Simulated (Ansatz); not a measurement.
Start from Sn in the diamond structure (space group Fd-3m, No. 227; a = 6.5665 Å). Axes: x, y, z lie along the cube axes.

The values are results of r2SCAN, PAW, 500 eV (Ansatz, an electronic-structure program; without spin-orbit coupling), not measurements.

Before the change:

The volume per atom comes out as 35.39 Å³ and the pressure is 0.0 GPa. The band gap is zero.

One thing is altered: biaxial strain −2.50 %, plane normal [111], relaxed out of plane (Cartesian); in-plane vectors clamped, the third vector and the atoms free.

Question: Estimate the effect on the volume per atom, energy relative to the base, pressure and band gap.

Answer: The volume per atom drops by 1.29 Å³, from 35.39 Å³ to 34.10 Å³; the energy increases by 14 meV/atom; the pressure (mean of the normal stresses, compression positive) goes from zero to 1.8 GPa; the band gap stays zero.

Whether these cells are dynamically stable was not tested.
